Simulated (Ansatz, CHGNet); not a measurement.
**Lattice constant a of L1₂ (Cu3Au-type) Pt3Ti: levels of theory against measurement**

Reference value: 3.916 Å (measured, temperature not stated, not corrected to a static lattice; as tabulated in Molecular Dynamics Simulations of PtTi High-Temperature Shape Memory Alloys …).

```tsv
level (code)	value (Å)	difference (%)
CHGNet-r²SCAN	3.925	+0.23
LDA (Ansatz)	3.873	-1.10
PBE (Ansatz)	3.948	+0.82
PBE-D4 (Ansatz)	3.915	-0.03
r²SCAN-D4 (Ansatz)	3.912	-0.10
LC-ωPBE (Ansatz)	3.876	-1.02
Hartree–Fock (Ansatz)	3.959	+1.10
```

The reference's temperature isn't stated, so close values are not ranked against it.

The measured value isn't corrected to a static lattice, so vibrations enter the comparison. A static lattice is as a rule a little smaller than the measured one. The crystal itself was run without spin with LDA, PBE, PBE-D4, r²SCAN-D4, LC-ωPBE, Hartree–Fock; a magnetic state was not tried in these runs. Density-functional levels without +SOC have no spin–orbit coupling. LC-ωPBE, Hartree–Fock: the run has no spin polarisation, so it can have missed a magnetic state. Cutoffs and k meshes differ between the levels. Ansatz's density-functional and Hartree–Fock values are scalar-relativistic unless marked +SOC, with PAW data made under PBE.

Machine-learned potentials (CHGNet-r²SCAN) are trained on DFT data: a solid inside that data is no test of them.

Differences are worked out from the printed values.

Ansatz is a first-principles code.
